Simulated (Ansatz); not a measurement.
Single solute atoms on Mo sites of bcc Mo, each beside a vacancy: the barrier for the solute to jump into the vacancy, counted from the relaxed pair on adjacent sites of that sublattice. PBE (Ansatz, an electronic-structure program, plane waves to 420 eV, PAW), climbing-image NEB, 36 sites, 3×3×5 shifted, energies as single points at geometries from a coarser mesh; static nuclei, fixed cell, no finite-size correction. This jump alone does not carry the solute far: the vacancy must also move round it. All rows are spin-restricted. Spin-orbit coupling is left out.

```csv
Solute (5d row),Group,Jump length (Å),Barrier (eV)
Ta,5,2.57,1.10
W,6,2.70,1.35
Re,7,2.76,1.37
Os,8,2.76,1.16
Ir,9,2.68,0.89
Pt,10,2.27,?
Au,11,1.91,0.45
```

**Question.** Estimate the barrier of Pt by straight interpolation in the group number between its neighbours in the table, and compare with the computed value.

**Answer.** 0.89 + (0.45 − 0.89) × (10 − 9)/(11 − 9) ≈ 0.67 eV. The computed barrier is 0.65 eV, -0.02 eV from this estimate. Among these 7 solutes the barrier is highest for Re (1.37 eV) and lowest for Au (0.45 eV).
